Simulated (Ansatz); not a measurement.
A self-consistent single point of the (100) slab of ZnSb2 (cut from a parent of space group no. 118; 6 atoms in the cell) with Ansatz (a first-principles code).

Method: PBEsol, default PAW files made with PBE (plane waves; Ansatz).

```xyz
6
Lattice="6.7998 0.0000 0.0000 0.0000 3.2104 0.0000 0.0000 0.0000 19.4006" Properties=species:S:1:pos:R:3 pbc="T T T"
Zn     3.3999     1.6052     8.0004
Zn     0.0000     0.0000    11.4003
Sb     2.3996     0.8026    10.4000
Sb     1.0003     2.4078     7.0000
Sb     4.4002     0.8026    12.4006
Sb     5.7995     2.4078     9.0007
```

Reference input (self-consistent single point, DFT, PBEsol, plane waves, default PAW files made with PBE): basis.ecutwfc = 30.9 Ry; kpoints.mp_grid.grid = 3 6 1; hamiltonian.xc = pbesol; hamiltonian.pseudopotentials = {kind: paw} (the program's default PAW files); scf.occupations.method = gaussian; scf.occupations.width = 0.0073 Ry. This run's input differs from it in these lines:

Ansatz 0.2 input:
```diff
@@ -15,3 +15,3 @@
 kpoints:
-  mp_grid: { grid: [3, 6, 1] }
+  mp_grid: { grid: [8, 16, 1] }
 hamiltonian:
```

The program printed (abridged):

```
SCF iter   1: F=—  HF=-32192.089361 eV  |F-HF|=—  |Δ(HF+E_count)|=         —  Δρ=2.06e-3  dr2=2.67e-2  ethr=1.77e-3  ⟨swp⟩=12.0  Hψ=16743  notcnv=0  defer=12
all-band conjugate gradients solve this SCF's bands
preconditioner: auto → LDOS
SCF iter   2: F=—  HF=-32192.091303 eV  |F-HF|=—  |Δ(HF+E_count)|=   1.94e-3  Δρ=1.96e-3  dr2=1.63e-2  ethr=3.17e-5  ⟨swp⟩=2.1  Hψ=7071  notcnv=0  defer=190
   [... lines left out ...]
SCF iter   5: F=—  HF=-32192.085011 eV  |F-HF|=—  |Δ(HF+E_count)|=   2.86e-5  Δρ=4.78e-5  dr2=2.67e-5  ethr=3.04e-7  ⟨swp⟩=2.0  Hψ=5587  notcnv=0  defer=167
SCF iter   6: F=—  HF=-32192.085025 eV  |F-HF|=—  |Δ(HF+E_count)|=   1.40e-5  Δρ=1.71e-5  dr2=2.00e-6  ethr=3.18e-8  ⟨swp⟩=2.4  Hψ=4733  notcnv=0  defer=167
SCF iter   7: F=—  HF=-32192.085026 eV  |F-HF|=—  |Δ(HF+E_count)|=   1.16e-6  Δρ=5.02e-6  dr2=1.54e-7  ethr=2.38e-9  ⟨swp⟩=3.0  Hψ=6360  notcnv=0  defer=167
SCF iter   8: F=-32192.085027 eV  HF=-32192.085027 eV  |F-HF|=9.52e-9  |Δ(HF+E_count)|=   1.62e-7  Δρ=1.45e-6  dr2=1.59e-8  ethr=1.19e-10  ⟨swp⟩=14.5  Hψ=15167  notcnv=0
SCF 1 converged in 8 iterations: F = -32192.085027 eV  dr2 = 1.59e-8
Free energy (F): -32192.085027 eV
Internal energy: -32192.068913 eV  (E = F + TS)
E sigma→0 (E₀):  -32192.076970 eV
Entropy (-TS):   -0.016114 eV (-2.686 meV/atom)
Fermi energy:    0.591832 eV
--- Forces (eV/Å), atoms counted from 1 ---
  atom   1  Zn    -0.28295962     0.31731200     0.18653664
  atom   2  Zn    -0.28295962     0.31731200    -0.18653664
  atom   3  Sb     0.00525993    -0.16919874     0.30656578
  atom   4  Sb     0.27770421    -0.14810919    -0.39046252
  atom   5  Sb     0.27770421    -0.14810919     0.39046252
  atom   6  Sb     0.00525993    -0.16919874    -0.30656578
--- Stress (GPa, compression-positive) ---
       -2.042461       0.187628       0.000000
        0.187628      -1.524378      -0.000000
        0.000000      -0.000000       0.719986
  P = ⅓ Tr σ = -0.9490 GPa (-9.490 kbar)
  The stress holds the Pulay correction. Without it, at fixed plane waves, as pw.x and ABINIT print it: P = -0.9653 GPa
```

The run converged in 8 iterations. Against the reference run the free energy goes up by 8.1 meV/atom and the largest force goes from 0.766 to 0.502 eV/Å.

The starting cell comes from a database of computed structures (which also holds hypothetical and non-ambient phases and stackings), without a prior relaxation at this level. The slab is cut from that crystal, and its faces are unrelaxed. Its lattice was rescaled by up to half a per cent. Spin-orbit coupling is off.

Cost on one core of a shared machine: roughly 90 s.
